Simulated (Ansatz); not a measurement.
# Habitual settings against a tight run: LiF (Fm-3m, 2 atoms in the cell)

Self-consistent single point.

```
CELL_PARAMETERS angstrom
      0.00000     1.99210     1.99210
      1.99210     0.00000     1.99210
      1.99210     1.99210     0.00000
ATOMIC_POSITIONS crystal
  Li 0.00000 0.00000 0.00000
  F  0.50000 0.50000 0.50000
```

Computed with PBE, PAW files (plane waves; Ansatz, an electronic-structure program).

Base settings: basis.ecutwfc = 420 eV; kpoints.mp_grid.grid = 10 10 10; hamiltonian.xc = pbe; hamiltonian.pseudopotentials = {kind: paw} (the program's default PAW files); scf.occupations.method = gaussian; scf.occupations.width = 0.01 eV.

Tight run (finer mesh or higher cutoff; not a proven limit): basis.ecutwfc: 420 eV → 590 eV; kpoints.mp_grid.grid: 10 10 10 → 14 14 14; scf.convergence.dr2_threshold: default (1e-07 eV) → 1e-09 eV. It gave top of the valence band (on the code's own zero) 1.23 eV; gap on the k-point mesh 9.39 eV; pressure 4.68 GPa.

Quick runs, as changes from the base:
- A: the base itself
- B: basis.ecutwfc: 420 eV → 210 eV; kpoints.mp_grid.grid: 10 10 10 → 8 8 8; scf.convergence.dr2_threshold: default (1e-07 eV) → 0.001 eV
- C: basis.ecutwfc: 420 eV → 295 eV; kpoints.mp_grid.grid: 10 10 10 → 8 8 8; hamiltonian.xc: pbe → lda [LDA (PW92)]
- D: basis.ecutwfc: 420 eV → 335 eV; kpoints.mp_grid.grid: 10 10 10 → 2 2 2; hamiltonian.xc: pbe → lda; scf.occupations.method: gaussian → methfessel_paxton; scf.occupations.width: 0.01 eV → 0.136 eV [LDA (PW92)]
- E: basis.ecutwfc: 420 eV → 250 eV; kpoints.mp_grid.grid: 10 10 10 → 1 1 1; hamiltonian.xc: pbe → lda [LDA (PW92)]
- F: kpoints.mp_grid.grid: 10 10 10 → 2 2 2; hamiltonian.xc: pbe → b3lyp [B3LYP]
- G: kpoints.mp_grid.grid: 10 10 10 → 2 2 2; hamiltonian.xc: pbe → hse06 [HSE06]

Dashes: energy of C, D, E, F, G, another energy zero; count of F, G, another kind of functional, whose work the count does not hold.

Gaps are read on each run's own mesh, which may miss the band edges.

† marks runs with another functional, U, potentials or spin treatment: their distance from the tight run is not a convergence error alone.

The count of work is k-points × plane waves × bands × iterations; it is no time. 

Pressures in the table are Ansatz's without its Pulay estimate, at a fixed set of plane waves; the tight run's value above holds the estimate.

The starting cell comes from a database of computed structures (which also holds hypothetical and non-ambient phases and stackings), without a prior relaxation at this level. Its lattice was rescaled by a random factor within 2.5 % of one. In the base run, with a pressure of about 5 GPa the cell is away from its equilibrium volume at this level.

| run | energy less tight (meV/atom) | pressure less tight (GPa) | gap on the mesh less tight (eV) | count of work / tight |
|---|---|---|---|---|
| A | 1.8 | -0.35 | 0.004 | 0.25 |
| B | 3028.8 | -235.55 | -0.038 | 0.045 |
| C† | – | -45.36 | -0.275 | 0.078 |
| D† | – | -13.50 | -0.469 | 0.0093 |
| E† | – | -39.93 | -2.158 | 0.0019 |
| F† | – | 2.85 | 2.536 | – |
| G† | – | 2.36 | 2.285 | – |

Among the runs at the tight run's level, the energy misses run from 1.8 to 3028.8 meV/atom.

Left out of this page: 1 run of the series with a known weakness of the program.

Keys are those of Ansatz 0.2.
